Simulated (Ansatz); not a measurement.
## CsPbCl3: Pb on a Cl site (antisite)

Take a 10-atom supercell of CsPbCl$_{3}$ in the cubic perovskite structure (space group Pm-3m, No. 221; a = 5.619 Å) at its relaxed geometry as the base.

The change: a neutral Pb on a Cl site (antisite), atoms relaxed at fixed cell, starting from a slightly rattled geometry.

Method: PBEsol (Ansatz, an electronic-structure program; PAW; 420 eV plane waves; no spin-orbit coupling), earlier PAW set. Γ-centred 4×4×4 mesh, Fermi–Dirac width 0.01 eV.

```yaml
pressure: 0.7 GPa (base 0.0 GPa)
largest_displacement_of_a_host_atom_from_its_site_in_the_perfect_cell: 2.28 Å
shift_of_the_substituted_atom_off_its_lattice_site: 0.67 Å
```

Cost of the whole job for the changed cell (relaxation, final SCF and bands): around 30 core-minutes (rough).

Other magnetic orders, which the real material may have, were not ruled out. In so small a cell the defect repeats every few ångströms: this is an ordered compound, not a dilute defect. A case with no gap was solved on a k-mesh chosen for an insulator, which is coarse for it. Many cubic perovskites are stable only at high temperature; tilts and polar distortions were not tested. The defect cell is spin-polarised and ends with 1.0 μB. This is not the structure that CsPbCl3 has at room temperature and ambient pressure.
